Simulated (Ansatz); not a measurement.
An Ansatz (a quantum-chemistry and plane-wave program) input (Kohn–Sham DFT with the PBE functional, run in Ansatz with PAW and 420 eV plane waves, no SOC):

Ansatz 0.2 input:
```yaml
crystal:
  lattice:
    - [0, 3.204583519, 3.204583519]
    - [3.204583519, 0, 3.204583519]
    - [3.204583519, 3.204583519, 0]
  atoms:
    - { symbol: Te, position: [0, 0, 0] }
    - { symbol: Sn, position: [0.5, 0.5, 0.5] }
basis: { ecutwfc: 420, ecutrho_ratio: 4, xc_grid: 2, fft_grid_basis: typed }
kpoints: { mp_grid: { grid: [13, 13, 13] } }
hamiltonian:
  xc: pbe
  dispersion: none
  pseudopotentials: { kind: paw }
scf: { occupations: { method: fermi_dirac, width: 0.05 }, convergence: { dr2_threshold: 0.0000000002 } }
output: { forces: true, stress: true }
checkpoint: { write: state.ck, write_every: 1000 }
```

Problem. Which symmetry and how many k-points will the program report, and about how many plane waves at Γ?

Solution. Space group Fm-3m (ITA 225) with 48 operations, k-points 84 of 2197, and 1243 plane waves at Γ.

Stability against distortions was not tested. The cell is SnTe in the rock salt structure (space group Fm-3m, No. 225).
